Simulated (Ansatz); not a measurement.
**GaP under load (space group F-43m): band-edge transport data**

Consider the following.

```yaml
crystal:
  lattice:
    - [0.00000, 2.64559, 2.64559]
    - [2.64559, 0.00000, 2.64559]
    - [2.64559, 2.64559, 0.00000]
  atoms:
    - { symbol: Ga, position: [0.00000, 0.00000, 0.00000] }
    - { symbol: P, position: [0.25000, 0.25000, 0.25000] }
```

Computed with PBE with spin-orbit coupling, rigid bands (plane waves, PAW; Ansatz, a program for electronic structure). Condition of this run: hydrostatic pressure of 8.4 GPa (compression positive) (the target of the relaxation). How the cell was made: cell and atoms relaxed with PBEsol, then loaded as said.

| Property | Result |
|---|---|
| band gap | 1.39 eV |
| electron conductivity mass (300 K, dilute) | 0.35 mₑ |
| hole conductivity mass (300 K, dilute) | 0.45 mₑ |
| effective density of states N_c (300 K) | 4.3e19 cm⁻³ |
| effective density of states N_v (300 K) | 2.0e19 cm⁻³ |
| density-of-states mass, electrons | 1.42 mₑ |
| density-of-states mass, holes | 0.87 mₑ |
| Seebeck coefficient, n-type 1e19 cm⁻³, 300 K | -332 μV/K |
| best n-type power factor at 300 K for τ = 10 fs (best axis; densities from 1e16 to 1e21 cm⁻³ tried, whether or not they can be reached) | 16.9 μW/(cm·K²) at 1e20 cm⁻³ |
| Seebeck coefficient, p-type 1e19 cm⁻³, 300 K | 312 μV/K |
| best p-type power factor at 300 K for τ = 10 fs (best axis; densities from 1e16 to 1e21 cm⁻³ tried, whether or not they can be reached) | 14.4 μW/(cm·K²) at 3e20 cm⁻³ |

Rigid bands; masses and Seebeck coefficients take one relaxation time τ for all states and one kind of carrier; polarons and phonon drag are left out. Geometry: cell and atoms relaxed with PBEsol.
